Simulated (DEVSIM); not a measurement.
System: Schottky contact on n-type Si, at 250 K.

Layer 1 from the left is Si, thickness (μm) 0.610, Nd (cm⁻³) 2.5e15, τn (s) 0.00023, τp (s) 0.00023. Layer 2 from the left is Si, thickness (μm) 3.40, Nd (cm⁻³) 2.4e18, τn (s) 0.00023, τp (s) 0.00023.

Left contact: Schottky, work function 4.51 eV, emission velocity 3.2e6 cm/s. Right contact: ohmic. Voltage is applied to the left contact. Recombination: SRH at mid-gap, radiative. Mobility is μmin + (μ − μmin)/(1 + (N/Nref)^α).

Constants are typed, rounded textbook-type inputs, not results; the design itself was drawn at random and stands for no fabricated device. Values at 300 K; Nc and Nv go as T^1.5, mobilities as T to minus their exponent, the gap by Varshni's rule with the affinity fixed.

Si: gap (eV) 1.124, affinity (eV) 4.05, permittivity 11.7, Nc (cm⁻³) 2.86e19, Nv (cm⁻³) 3.1e19, μn (cm²/Vs) 1417, μp (cm²/Vs) 470, μn,min 52, μp,min 45, Nref,n 9.7e16, Nref,p 2.2e17, αn 0.68, αp 0.72, T exponent of μn 2.3, T exponent of μp 2.2, B (cm³/s) 4.7e-15, Varshni α (eV/K) 0.000473, Varshni β (K) 636.

DEVSIM, 1D drift-diffusion, Boltzmann statistics, complete ionisation; no tunnelling, impact ionisation, image-force lowering or self-heating. Metal contacts follow the ideal Schottky-Mott rule: no Fermi-level pinning, no interface dipoles.

Dark forward current:

```
|V| (V)  |J| (A/cm²)
-------  -----------
0.05         0.04791
0.10          0.5226
0.15           5.086
0.20           43.35
0.25           238.9
0.30           698.3
0.35            1349
0.40            2110
```

Q: Work out the local ideality factor n = ΔV / (kT/q · ln(J2/J1)) between the rows 0.10 and 0.15 V, 0.35 and 0.40 V.

A: kT/q = 21.54 mV. From 0.10 to 0.15 V: ln(5.086/0.5226) = 2.275, n = 1.02, near the 1 of diffusion or emission over a barrier. From 0.35 to 0.40 V: ln(2110/1349) = 0.447, n = 5.19.

Q: Estimate the current at 0.10 V for emission alone, J0 = q v N_band exp(−φB/kT), and read the barrier back from the simulated current.

A: φB = 0.460 eV, N_band = 2.18e19 cm⁻³, J0 = 0.00593 A/cm²; J = J0 (exp(qV/kT) − 1) = 0.609 A/cm². The simulation gives 0.523 A/cm²; the estimate lies 17 % above. Read backwards, the simulated current gives an apparent barrier of 0.463 eV. The estimate leaves out transport through the depletion region and minority injection.
